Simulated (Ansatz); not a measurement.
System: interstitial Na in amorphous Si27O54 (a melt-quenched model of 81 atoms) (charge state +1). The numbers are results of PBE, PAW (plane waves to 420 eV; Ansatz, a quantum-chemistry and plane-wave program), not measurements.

Settings: 81 host sites, the glass model's own volume, the Γ point alone, smearing 0.01 eV, spin-restricted, no image-charge correction. Energies are static. This is one neighbourhood of one small, fast-quenched model, and the added charge may sit on a native defect of the glass. The charge state is imposed; whether it is stable for some Fermi level was not computed. Sites that were not tried may lie lower.

Barriers: single points on a 2×2×2 k-point mesh shifted by half a step at the bands' geometries.

The step: a direct jump of one Na atom; the atom moves 2.57 Å along (-0.22, -0.10, -0.07) of the unit cell; the moving atom starts with neighbours O at 2.35, 2 O at 2.41, O at 2.70, O at 2.74; Si at 2.86 Å and ends with O at 2.23, O at 2.35, O at 2.44, O at 2.57 Å.

Question: Predict the migration barrier of this step from PBE, PAW.

Answer: 0.18 eV forward and 0.046 eV backward. At the saddle the moving atom has neighbours O at 2.29, O at 2.34, O at 2.48, O at 2.62, O at 2.68; Si at 2.97 Å. The saddle point's order was not checked.
